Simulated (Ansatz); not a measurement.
Take Ta2N in the anti-CdI2 type structure (space group P-3m1, No. 164; a = 3.074 Å, c = 4.855 Å; relaxed with 0.1 eV smearing) as the base. Axes: x lies along a and z along c of the hexagonal cell.

(Cell as relaxed with PBE-D3(BJ).)

Levels (all Ansatz, a first-principles code, PAW): PBE-D3(BJ) (420 eV, no spin-orbit coupling); r2SCAN+rVV10 (500 eV, no spin-orbit coupling).

Each level relaxes its own structure.

```tsv
base	PBE-D3(BJ)	r2SCAN+rVV10
volume per atom	13.24 Å³	13.26 Å³
lattice parameter a	5.809 bohr	5.793 bohr
band gap	zero	zero
```

The change: compressive biaxial strain of 4.42 % in the plane normal to [001], as in epitaxy on a mismatched substrate; the out-of-plane cell vector and the atoms relax.

```csv
quantity,PBE-D3(BJ),r2SCAN+rVV10
"pressure (mean of the normal stresses, compression positive)",12.6 GPa,?
out-of-plane strain,+5.06 %,?
```

Task: Predict the r2SCAN+rVV10 column.

Result: 
- pressure (mean of the normal stresses, compression positive), r2SCAN+rVV10: 13.1 GPa
- out-of-plane strain, r2SCAN+rVV10: +5.14 %

PBE-D3(BJ)'s pressure lies 0.5 GPa below r2SCAN+rVV10's; PBE-D3(BJ)'s out-of-plane strain lies 0.08 % below r2SCAN+rVV10's. Neither level is exact; r2SCAN+rVV10 is the comparison here, not a measurement.

No phonon test of stability was made. All final runs are without spin polarisation. An odd electron count without spin: Ta2N.
